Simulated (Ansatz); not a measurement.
Abridged Ansatz (a program for electronic structure) output:

```
Relaxation: its limit of steps is 60 (relax.max_steps)
Pseudopotential: As, paw, valence charge 15
Pseudopotential: B, paw, valence charge 3
Crystal: 2 atoms, lattice volume = 24.785 Å³
Basis set: ecut = 420 eV, 531 PW (Γ), exchange–correlation on 48×48×48 points (8 copies of the dense FFT grid, shifted against one another)
Bands: 13, of which v1, the nominal top of the filled ones, is band 9 counted from 1 (8 counted from 0)
Symmetry: 24 space group operations
k-points: 72 of 1728 (time reversal used)
Functional: x = pbesol(κ = 0.804, μ = 0.12345679012345678), c = pbesol(β = 0.046)
SCF iter   1: F=—  HF=-4965.669978 eV  |F-HF|=—  |Δ(HF+E_count)|=         —  Δρ=4.90e-3  dr2=7.48e-3  ethr=1.77e-3  ⟨swp⟩=5.4  Hψ=5428  notcnv=0
SCF iter   2: F=—  HF=-4965.667444 eV  |F-HF|=—  |Δ(HF+E_count)|=   2.53e-3  Δρ=1.02e-3  dr2=2.22e-4  ethr=4.16e-5  ⟨swp⟩=2.0  Hψ=1845  notcnv=0
SCF 1 converged in 6 iterations: F = -4965.667362 eV  dr2 = 3.99e-10
relax step   1: F+E_penalty+E_count = -4965.66736162 eV  Δ(F+E_penalty+E_count) = +0.000e0 eV  max|allowed force component| = 2.683e-16 eV/Å  Δτ_max = 0.0000 Å  P = +14.999 GPa  Ω = 24.785 Å³  (6 SCF iters, dr2 threshold 1.00e-7 eV, accepted)
[... steps on the carried basis left out ...]
relax step   7: F+E_penalty+E_count = -4965.56693865 eV  Δ(F+E_penalty+E_count) = -7.003e-11 eV  max|allowed force component| = 8.703e-17 eV/Å  Δτ_max = 0.0000 Å  P = +22.500 GPa  Ω = 23.922 Å³  stress off target by 4.63e-4 GPa  SCF on the basis re-selected at this cell (its energy is not comparable with the rows above)  (4 SCF iters)
SCF converged after 4 iterations
Free energy (F): -4965.566939 eV
Internal energy: -4965.566938 eV  (E = F + TS)
E sigma→0 (E₀):  -4965.566938 eV
Entropy (-TS):   -0.000000 eV (-0.000 meV/atom)
Fermi energy:    13.694894 eV
--- Forces (eV/Å), atoms counted from 1 ---
  atom   1  As     0.00000000     0.00000000     0.00000000
  atom   2  B     -0.00000000     0.00000000     0.00000000
--- Stress (GPa, compression-positive) ---
       22.499537       0.000000       0.000000
        0.000000      22.499537       0.000000
        0.000000       0.000000      22.499537
  P = ⅓ Tr σ = 22.4995 GPa (224.995 kbar)
--- Relaxed structure (5 steps of the walk, 5 accepted, 2 SCFs on fresh bases) ---
  cell:  # Å, volume = 23.9221 Å³
    - [3.5826834606296986e-35, 2.2869485410396866, 2.2869485410396866]
    - [2.2869485410396866, 9.604776282008187e-33, 2.2869485410396866]
    - [2.2869485410396866, 2.2869485410396866, 5.717166651284879e-33]
  atoms:
    - { symbol: As, position: [0.75, 0.75, 0.75] }
    - { symbol: B, position: [1.7442597653433873e-33, -1.749461335220157e-33, -1.5240599738934765e-33] }
```

**Question.** What was computed, and what are the main results?

**Answer.** BAs, 2 atoms in the cell, with PBEsol, PAW, 420 eV (Ansatz; no spin-orbit coupling), from a series relaxed to a target (pressure 22.5 GPa). The last SCF converged to F = -4965.566939 eV, or -2482.7835 eV per atom, at a pressure of 22.50 GPa. The total energy compares only with runs of the same code, potentials and settings.

Load acts through the strain it causes; cell and atoms are relaxed under it. No phonon test of stability was made. Competing high-pressure phases were not computed. The cell was made from BAs in the zinc blende structure (space group F-43m, No. 216) by this change: pressure 22.5 GPa.

Keys are those of Ansatz 0.2.
